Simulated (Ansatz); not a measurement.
The starting structures come from a database of crystals and need not be the phases stable at ambient conditions.

Data:

```
CELL_PARAMETERS angstrom
      4.09155     0.00000     0.00000
      2.04577     6.78046     0.00000
      2.04577     0.61724     3.42079
ATOMIC_POSITIONS crystal
  Al 0.99976 0.00072 0.99976
  Ga 0.50014 0.49959 0.50014
  As 0.12484 0.62547 0.12484
  As 0.62528 0.12417 0.62528
```

Space group of this cell: Cm. The cell is strained (lengths across the current scaled by 1.02, ions clamped); by r2SCAN its mean pressure is -2.6 GPa.

Transport runs along the normal of the first two printed cell vectors.

No gap correction and no spin-orbit coupling; mid-gap values are interpolated between computed energies.

Problem. Compute, with r2SCAN (Ansatz, an electronic-structure program), the band gap and the smallest decay constant κ at mid-gap.

Solution. Gap 1.06 eV on a 10×10×10 mesh; κ = 0.067 1/Å, at the zone centre.
